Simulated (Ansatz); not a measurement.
CaAlHO2 (model structure, started from the SrVO2H type, P4/mmm, No. 123, 5 atoms in the cell): smallest direct gap on the k points sampled by level of theory

No measured value is used here.

Problem. Put these levels in order of the smallest direct gap on the k points sampled that they give for CaAlHO2 (model structure, started from the SrVO2H type, P4/mmm, No. 123, 5 atoms in the cell), smallest first: HSE06 (Ansatz, a first-principles code), PBE0 (Ansatz), r²SCAN (Ansatz).

Solution. r²SCAN (5.34 eV), HSE06 (5.99 eV), PBE0 (6.73 eV)

At these levels the smallest gap is indirect and lower: PBE0 6.01, r²SCAN 4.36, HSE06 5.28 eV. Computed values are for a static lattice.  Values are at the PBEsol cell. Cutoffs and k meshes differ between the levels. Ansatz's density-functional and Hartree–Fock values are scalar-relativistic unless marked +SOC, with PAW data made under PBE.

A model structure was made by putting elements into a prototype or built by hand; it is no filed structure, need not be a known phase, and can be a saddle point held by its symmetry.
